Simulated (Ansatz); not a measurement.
Cell and atoms of amorphous Si$_{30}$N$_{44}$Ti$_{3}$:

```
CELL_PARAMETERS angstrom
      9.41432    -0.11558    -0.12377
     -0.11558     9.64893    -0.09028
     -0.12377    -0.09028     9.59883
ATOMIC_POSITIONS crystal
  Si 0.77335 0.99260 0.74836
  Si 0.79742 0.47804 0.50530
  Si 0.03418 0.62503 0.03068
  Si 0.83462 0.31950 0.76776
  Si 0.53802 0.83107 0.61153
  Si 0.08467 0.89056 0.65488
  Si 0.58896 0.96996 0.35547
  Si 0.39254 0.36546 0.76994
  Si 0.11445 0.17645 0.80321
  Si 0.16461 0.37352 0.13866
  Si 0.75304 0.61159 0.20852
  Si 0.90605 0.22268 0.05568
  Si 0.63924 0.79162 0.95156
  Si 0.47122 0.79143 0.13233
  Si 0.62775 0.36007 0.99975
  Si 0.63002 0.05929 0.05857
  Si 0.32362 0.56731 0.33385
  Si 0.91720 0.75090 0.84516
  Si 0.34530 0.16725 0.00449
  Si 0.05916 0.35053 0.36807
  Si 0.62858 0.56634 0.76410
  Si 0.33537 0.81624 0.39056
  Si 0.61986 0.22278 0.56342
  Si 0.30762 0.64634 0.65526
  Si 0.08947 0.96941 0.02561
  Si 0.81559 0.80961 0.48320
  Si 0.34155 0.88357 0.84152
  Si 0.58890 0.39024 0.31285
  Si 0.11334 0.46829 0.82545
  Si 0.88190 0.00362 0.24176
  N  0.77598 0.93066 0.35583
  N  0.52798 0.96513 0.17993
  N  0.49750 0.66293 0.67211
  N  0.75395 0.46272 0.67916
  N  0.73712 0.69044 0.85027
  N  0.27499 0.97491 0.41931
  N  0.70228 0.33445 0.43863
  N  0.27624 0.23612 0.15081
  N  0.00118 0.30125 0.19262
  N  0.99729 0.79776 0.50986
  N  0.43968 0.95235 0.70264
  N  0.53993 0.10460 0.45404
  N  0.15560 0.48917 0.00803
  N  0.45371 0.78713 0.95076
  N  0.53159 0.20141 0.01742
  N  0.33741 0.72223 0.23042
  N  0.78836 0.11280 0.14298
  N  0.93686 0.90494 0.76025
  N  0.26170 0.66946 0.47523
  N  0.98974 0.59231 0.84689
  N  0.15809 0.05651 0.67740
  N  0.64637 0.72660 0.12353
  N  0.97338 0.46387 0.47224
  N  0.51354 0.82417 0.43219
  N  0.93394 0.61877 0.18288
  N  0.53626 0.44858 0.86942
  N  0.77575 0.63632 0.40520
  N  0.28094 0.25357 0.86034
  N  0.26983 0.99442 0.97289
  N  0.79798 0.32100 0.94564
  N  0.05158 0.98520 0.20544
  N  0.46279 0.26961 0.63984
  N  0.02276 0.80269 0.99397
  N  0.14979 0.22137 0.43880
  N  0.66662 0.44435 0.16429
  N  0.45070 0.46230 0.36827
  N  0.26556 0.49113 0.72741
  N  0.01873 0.32212 0.76034
  N  0.21678 0.78376 0.73491
  N  0.16842 0.48165 0.28911
  N  0.01750 0.12023 0.95097
  N  0.71323 0.87426 0.61871
  N  0.75680 0.16666 0.68766
  N  0.69048 0.96240 0.91435
  Ti 0.02543 0.63184 0.37829
  Ti 0.34778 0.09466 0.58220
  Ti 0.19817 0.10925 0.29912
```

Methods: PBE, scalar-relativistic without spin-orbit coupling (Ansatz, an electronic-structure program); r2SCAN, scalar-relativistic without spin-orbit coupling (Ansatz); HSE06, scalar-relativistic without spin-orbit coupling (Ansatz). Neutral PBE cell, which sets geometry, pressure and energy: sampling: a 2×2×2 Γ-centred mesh; Fermi-Dirac width 0.02 eV; no spin polarisation. Exact exchange is cut at the faces of this 9 Å cell, which leaves hybrid gaps a finite-size error.

Preparation: random packing, a CHGNet melt and quench, and a DFT relaxation. N atoms were pushed apart under 1.9 Å during the dynamics, to hinder bonds among them. The hot cell started wider than the set density and was brought back towards it in steps. It is the lowest in DFT energy of 2 quenches. It is a model cell: composition and starting density were chosen by hand, and all elements were melted together. No dispersion term was used. Its density started from a set value of 3.05 and ended at 3.05 g/cm³. The quench (nominally 300 K/ps over its main leg) was far faster than any real one, so the model tends to hold more defects than a real film. Values belong to this one cell and scatter from quench to quench. The volume was held where the preparation left it and the shape relaxed.

**Question.** Give the pressure and the spacing of the highest filled and lowest empty levels.

**Answer.** 
Pressure on a 2×2×2 Γ-centred mesh: 0.33 GPa
Largest force and stress component on that mesh (the relaxation ran on the zone centre alone): 0.09 eV/Å and 0.4 GPa
Gap between localised states on a 2×2×2 Γ-centred mesh (PBE): 1.42 eV
Gap between localised states at the zone centre (PBE): 1.52 eV
Gap between localised states at the zone centre (r2SCAN): 1.79 eV
Gap between localised states at the zone centre (HSE06): 2.88 eV
Distance between the nearest levels spread over more than a fifth of the atoms or a third of the atoms of their main element (six at least) (PBE, zone centre): 3.47 eV

**Question.** At PBE and the zone centre, how localised are the states just below and above the Fermi level (participation number: the atoms over which a state spreads)?

**Answer.** The highest filled state is spread over 14.1 atoms' worth, largest on N48, with weights by element (charge in smoothed Voronoi cells) N 0.88, Si 0.09, Ti 0.03. The lowest empty state is spread over 1.8 atoms' worth, largest on Ti75, with weights by element (charge in smoothed Voronoi cells) Ti 0.75, N 0.19, Si 0.06.

At PBE the levels at both edges of the gap are localised (band-tail or defect states), and the nearest spread-out levels lie 3.5 eV apart at the zone centre.

Cut-offs for bonds: Si-Si 2.60 Å, Si-N 2.04 Å, Si-Ti 2.78 Å, N-N 1.70 Å, N-Ti 2.54 Å, Ti-Ti 3.12 Å. Two cations that share two anions don't count as bonded, nor two that share one unless they lie closer than Si-Si 2.38 Å, Si-Ti 2.71 Å, Ti-Ti 3.04 Å.

Added carriers, by PBE, scalar-relativistic without spin-orbit coupling in Ansatz on the zone centre alone. Charged cells keep the cell fixed and stand in a uniform background, with no image correction, at a width of 0.01 eV; where the count is odd the moment is locked at 1 μB, unless the neutral cell bore moments. Each starts from the undistorted neutral geometry alone. PBE's self-interaction favours spread-out carriers, so it can miss traps that a hybrid finds.

**Question.** What happens at PBE when the cell takes an extra electron and the atoms relax?

**Answer.** Relaxation lowers the charged cell by 0.22 eV. The largest moves are N64 0.17 Å, Ti76 0.13 Å, N39 0.12 Å, Si20 0.11 Å. The level that holds the added charge spreads over 2.2 atoms' worth, most on Ti75 (weight 0.66): a localised (trapped) carrier, which neighbours of that atom can share. Bonds formed: N64-Ti76. Made neutral again at that geometry, the cell lies +0.25 eV from the neutral start.

**Question.** What happens at PBE when the cell takes a hole and the atoms relax?

**Answer.** Relaxation lowers the charged cell by 0.18 eV. The largest moves are Ti76 0.27 Å, N64 0.21 Å, N39 0.14 Å, N41 0.11 Å. The level that was emptied spreads over 5.0 atoms' worth, most on N41 (weight 0.36): a localised (trapped) carrier, which neighbours of that atom can share. Bonds formed: N64-Ti76. Made neutral again at that geometry, the cell lies +0.49 eV from the neutral start (a closed shell was imposed there, with levels 0.57 eV apart, so this is an upper bound).

A PBE run started with 1 μB on atoms that lack a bond or may hold spare charge lost its moments; other starts weren't tried.
